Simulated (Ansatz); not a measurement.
## CsSnI3 (P4/mbm, No. 127, 10 atoms in the cell; start COD 4117958; high-temperature phase)

Computed with LDA in Ansatz (PAW).

Run with plane-wave cutoff 520 eV, 4×4×6 k mesh (along the axes of the cell as run), Fermi–Dirac smearing 0.01 eV, scalar-relativistic PAW data made under PBE.

Cell (relaxed at this level):

```xyz
10
Lattice="8.3591 0.0000 0.0000 0.0000 8.3591 0.0000 0.0000 0.0000 6.1553" Properties=species:S:1:pos:R:3 pbc="T T T"
I      0.0000     0.0000     0.0000
I      4.1795     4.1795     0.0000
I      6.7957     2.6162     3.0777
I      5.7429     6.7957     3.0777
I      1.5634     5.7429     3.0777
I      2.6162     1.5634     3.0777
Sn     0.0000     0.0000     3.0777
Sn     4.1795     4.1795     3.0777
Cs     4.1795     0.0000     0.0000
Cs     0.0000     4.1795     0.0000
```

| Property | Value |
|---|---|
| band gap | 0.14 eV |
| Γ–Γ gap | 1.70 eV |

Note: held by symmetry at 0 K, a high-temperature phase can be a saddle point.

Spin–orbit coupling is not included; it can close the smallest gap of 0.14 eV.

Cost on a shared machine: very roughly 5 core-minutes.

Ansatz is a program for electronic structure.
